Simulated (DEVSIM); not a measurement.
System: Co/SiO2/n-Ge capacitor, at 300 K.

```csv
layer (left to right),material,thickness (nm),Nd (cm⁻³)
1,SiO2,4.70,-
2,Ge,2100,8e16
```

Metal gate on the left, work function 5 eV. Fixed charge at the semiconductor interface -1.2e10 cm⁻² (in units of +e); interface traps 3e11 cm⁻² eV⁻¹, uniform in energy, neutral level at 0.5 of the gap above the valence band.

The device is made up for the run: typed textbook-type constants, with dimensions and the other settings drawn at random. Values at 300 K.

| parameter | SiO2 | Ge |
|---|---|---|
| gap (eV) | 9 | 0.664 |
| affinity (eV) | 0.9 | 4 |
| permittivity | 3.9 | 16 |
| Nc (cm⁻³) | - | 1.04e19 |
| Nv (cm⁻³) | - | 6e18 |

Simulated with DEVSIM: 1D Poisson equation in equilibrium, Boltzmann statistics, complete ionisation; no quantum confinement or tunnelling. Metal contacts follow the ideal Schottky-Mott rule: no Fermi-level pinning, no interface dipoles.

### Question
Tabulate band edges, carrier densities and field at 0.5 V on the gate.

### Answer
Energies count from the Fermi level of the right contact; mesh points crowd at the junctions.

```csv
x (μm),Ec (eV),Ev (eV),n (cm⁻³),p (cm⁻³),field (V/cm)
0.000,3.600,-5.400,< 1e2,< 1e2,-260000
0.0009981,3.574,-5.426,< 1e2,< 1e2,-260000
0.002350,3.538,-5.462,< 1e2,< 1e2,-260000
0.003804,3.500,-5.500,< 1e2,< 1e2,-260000
0.005061,0.374,-0.290,5.3e12,8.2e13,-63000
0.006639,0.364,-0.300,7.8e12,5.6e13,-62000
0.009853,0.345,-0.319,1.7e13,2.6e13,-59000
0.02040,0.288,-0.376,1.5e14,2.9e12,-50000
0.03787,0.215,-0.449,2.6e15,1.7e11,-34000
0.07344,0.143,-0.521,4.1e16,1.1e10,-9100
0.1459,0.126,-0.538,7.9e16,5.5e9,-160
0.3836,0.126,-0.538,8.0e16,5.5e9,≈ 0
0.7774,0.126,-0.538,8.0e16,5.5e9,≈ 0
1.382,0.126,-0.538,8.0e16,5.5e9,≈ 0
1.825,0.126,-0.538,8.0e16,5.5e9,≈ 0
1.973,0.126,-0.538,8.0e16,5.5e9,≈ 0
2.040,0.126,-0.538,8.0e16,5.5e9,≈ 0
2.074,0.126,-0.538,8.0e16,5.5e9,≈ 0
2.093,0.126,-0.538,8.0e16,5.5e9,≈ 0
2.100,0.126,-0.538,8.0e16,5.5e9,≈ 0
2.103,0.126,-0.538,8.0e16,5.5e9,≈ 0
2.105,0.126,-0.538,8.0e16,5.5e9,≈ 0
```
